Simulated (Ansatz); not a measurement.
Phonon-limited resistivity of Ta (Im-3m) against temperature in μΩ·cm, PBEsol, DFPT electron-phonon coupling, linearised Boltzmann equation run with Ansatz (a program for electronic structure), harmonic crystal at a fixed cell.

```tsv
T	ρ
50 K	0.886
77 K	2.23
100 K	3.40
150 K	5.81
200 K	8.11
250 K	___
273 K	11.4
300 K	12.6
350 K	14.8
400 K	___
500 K	21.4
600 K	___
800 K	34.7
```

Task: Fill in the missing entries.

Result: 
- 250 K, ρ: 10.4
- 400 K, ρ: 17.0
- 600 K, ρ: 25.8

A metal at this level (no band gap). Only scattering by harmonic phonons is included (no impurities, grain boundaries, electron-electron scattering or thermal expansion). Spin-orbit coupling is left out, which matters with elements this heavy. The run warned that the eigensolver left some states short of its tolerance. Halving the electron mesh (36x36x36) moves the resistivity by up to 2 %. Smearing 0.20 eV; phonons on a 6x6x6 q mesh, which this run doesn't test and which matters most at low temperature.
